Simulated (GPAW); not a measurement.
## GPAW run on Ti2Zn (I4/mmm, 3 atoms in the cell): self-consistent single point

Method: PBEsol, GPAW PAW datasets PBEsol (made by gpaw-setup) (plane waves; GPAW).

Input as run:

```python
from ase import Atoms
from ase.units import GPa
from gpaw import GPAW

atoms = Atoms(['Ti', 'Ti', 'Zn'],
              cell=[[-1.510515, 1.510515, 5.292170],
                    [1.510515, -1.510515, 5.292170],
                    [1.510515, 1.510515, -5.292170]],
              scaled_positions=[[0.663740, 0.663740, 0.000000],
                                [0.336260, 0.336260, 0.000000],
                                [0.000000, 0.000000, 0.000000]],
              pbc=True)

calc = GPAW(mode={'name': 'pw', 'ecut': 800},
            xc='PBEsol',
            kpts={'size': (10, 10, 10), 'gamma': True},
            occupations={'name': 'methfessel-paxton', 'width': 0.05, 'order': 0},
            nbands=-9,
            symmetry={'symmorphic': False, 'tolerance': 0.0005},
            maxiter=100,
            txt='-')

atoms.calc = calc

energy = atoms.get_potential_energy()
print('Energy (eV):', round(energy, 6))
forces = atoms.get_forces()
print('Forces (eV/Ang):')
print(forces.round(5))
stress = atoms.get_stress()
print('Stress (GPa, Voigt):', (stress / GPa).round(4))
```

Output, abridged:

```
Input parameters:
  kpts: {gamma: True,
         size: (10, 10, 10)}
  maxiter: 100
  mode: {ecut: 800,
         name: pw}
  nbands: -9
  occupations: {name: methfessel-paxton,
                order: 0,
                width: 0.05}
  symmetry: {symmorphic: False,
             tolerance: 0.0005}
  xc: PBEsol

species:
  Ti:
    name: Titanium
    Z: 22.0
    valence: 12
    core: 10
    charge: 0.0
    file: Ti.PBEsol.gz

    # Using partial waves for Ti as LCAO basis

  Zn:
    name: Zinc
    Z: 30.0
    valence: 12
    core: 18
    charge: 0.0
    file: Zn.PBEsol.gz

    # Using partial waves for Zn as LCAO basis

Reference energy: -95218.240905  # eV

Spin-paired calculation

Convergence criteria:
 Maximum [total energy] change in last 3 cyles: 0.0005 eV / valence electron
 Maximum integral of absolute [dens]ity change: 0.0001 electrons / valence electron
 Maximum integral of absolute [eigenst]ate change: 4e-08 eV^2 / valence electron
 Maximum number of scf [iter]ations: 100

Symmetries present (total): 16
Symmetries with fractional translations: 0
1000 k-points: 10 x 10 x 10 Monkhorst-Pack grid + [1/20,1/20,1/20]
102 k-points in the irreducible part of the Brillouin zone
       k-points in crystal coordinates                weights
   0:     0.00000000    0.00000000    0.00000000          1/1000
   1:     0.10000000   -0.10000000    0.00000000          4/1000
   2:     0.10000000   -0.10000000    0.10000000          4/1000
   [... 7 lines left out ...]
          ...
 101:     0.50000000    0.50000000    0.50000000          1/1000

Wave functions: Plane wave expansion
  Cutoff energy: 800.000 eV
  Number of coefficients (min, max): 2444, 2500
  Pulay-stress correction: 0.000000 eV/Ang^3 (de/decut=0.000000)

Occupation numbers: Methfessel-Paxton:
  width: 0.0500  # eV
  order: 0

Eigensolver

Densities:
  Coarse grid: 40*40*40 grid
  Fine grid: 80*80*80 grid
  Total Charge: 0.000000

Density mixing:
  Method: separate
  Backend: pulay
  Linear mixing parameter: 0.05
  old densities: 5
  Damping of long wavelength oscillations: 50

Hamiltonian:
  XC and Coulomb potentials evaluated on a 80*80*80 grid
  External potential:
    NoExternalPotential

XC parameters: PBEsol with 2 nearest neighbor stencil

Number of atoms: 3
Number of atomic orbitals: 35
Number of bands in calculation: 27
Number of valence electrons: 36
Bands to converge: occupied

Density initialized from atomic densities
  27 bands from LCAO basis set

Atomic positions and initial magnetic moments

Positions:
   0 Ti     0.000000   -0.000000    7.025250    ( 0.0000,  0.0000,  0.0000)
   1 Ti    -0.000000    0.000000    3.559090    ( 0.0000,  0.0000,  0.0000)
   2 Zn     0.000000    0.000000    0.000000    ( 0.0000,  0.0000,  0.0000)

Unit cell:
           periodic     x           y           z      points  spacing
  1. axis:    yes   -1.510515    1.510515    5.292170    40     0.0726
  2. axis:    yes    1.510515   -1.510515    5.292170    40     0.0726
  3. axis:    yes    1.510515    1.510515   -5.292170    40     0.0534

  Lengths:   5.707046   5.707046   5.707046
  Angles:  149.304662 149.304662  43.963052

Effective grid spacing dv^(1/3) = 0.0910

     iter     time        total  log10-change:
                         energy   eigst   dens
iter:   1 --:--:--   -17.713180
iter:   2 --:--:--   -17.443081   -1.02  -1.37
iter:   3 --:--:--   -16.672480   -0.57  -1.39
iter:   4 --:--:--   -16.652492   -1.55  -1.67
iter:   5 --:--:--   -16.893604   -0.84  -1.78
iter:   6 --:--:--   -16.723564   -2.02  -1.76
iter:   7 --:--:--   -16.581121   -1.74  -1.88
iter:   8 --:--:--   -16.585283   -1.78  -2.35
iter:   9 --:--:--   -16.577362c  -3.34  -2.65
iter:  10 --:--:--   -16.600664   -2.30  -2.80
iter:  11 --:--:--   -16.572357   -2.02  -2.29
iter:  12 --:--:--   -16.575462   -3.03  -2.89
iter:  13 --:--:--   -16.572390c  -3.34  -2.76
iter:  14 --:--:--   -16.571902c  -4.21  -3.50
iter:  15 --:--:--   -16.571240c  -4.38  -3.65
iter:  16 --:--:--   -16.570988c  -3.98  -3.64
iter:  17 --:--:--   -16.570921c  -5.16  -3.55
iter:  18 --:--:--   -16.570953c  -5.15  -3.69
   [... 3 lines left out ...]
iter:  22 --:--:--   -16.570913c  -4.87  -3.70
iter:  23 --:--:--   -16.570902c  -5.54  -3.78
iter:  24 --:--:--   -16.570891c  -5.67  -3.91
iter:  25 --:--:--   -16.570891c  -6.11  -3.93
iter:  26 --:--:--   -16.570895c  -5.59  -3.97
iter:  27 --:--:--   -16.570890c  -6.36  -4.46c
iter:  28 --:--:--   -16.570883c  -5.89  -4.75c
iter:  29 --:--:--   -16.570883c  -6.97  -4.95c
iter:  30 --:--:--   -16.570883c  -7.92c -5.03c

Converged after 30 iterations.

Dipole moment: (-0.000000, 0.000000, 0.000000) |e|*Ang

Energy contributions relative to reference atoms: (reference = -95218.240905)

Kinetic:         +5.083606
Potential:       -4.277948
External:        +0.000000
XC:             -17.395695
Entropy (-ST):   -0.004210
Local:           +0.021260
SIC:             +0.000000
--------------------------
Free energy:    -16.572988
Extrapolated:   -16.570883

Showing only first 2 kpts
 Kpt  Band  Eigenvalues  Occupancy
  0    16      6.55123    2.00000
  0    17      8.36496    0.00000
  0    18      9.10977    0.00000
  0    19      9.10979    0.00000

  1    16      6.70602    2.00000
  1    17      8.27672    0.00000
  1    18      8.84642    0.00000
  1    19      9.00693    0.00000

Fermi level: 7.97386

No gap
No difference between direct/indirect transitions
Energy (eV): -16.570883

Forces in eV/Ang:
  0 Ti    0.00000    0.00000    0.02276
  1 Ti    0.00000    0.00000   -0.02276
  2 Zn   -0.00000   -0.00000   -0.00000

Stress tensor:
     0.019818     0.000000     0.000000
     0.000000     0.019818    -0.000000
     0.000000    -0.000000     0.015676
Stress (GPa, Voigt): [ 3.1752  3.1752  2.5116 -0.      0.      0.    ]
```

The run converged in 30 iterations. GPAW prints stress with tension positive.

The starting cell comes from a database of computed structures (which also holds hypothetical and non-ambient phases and stackings), without a prior relaxation at this level. Spin polarisation is off.

Cost on one core of a shared machine: roughly 9 min.
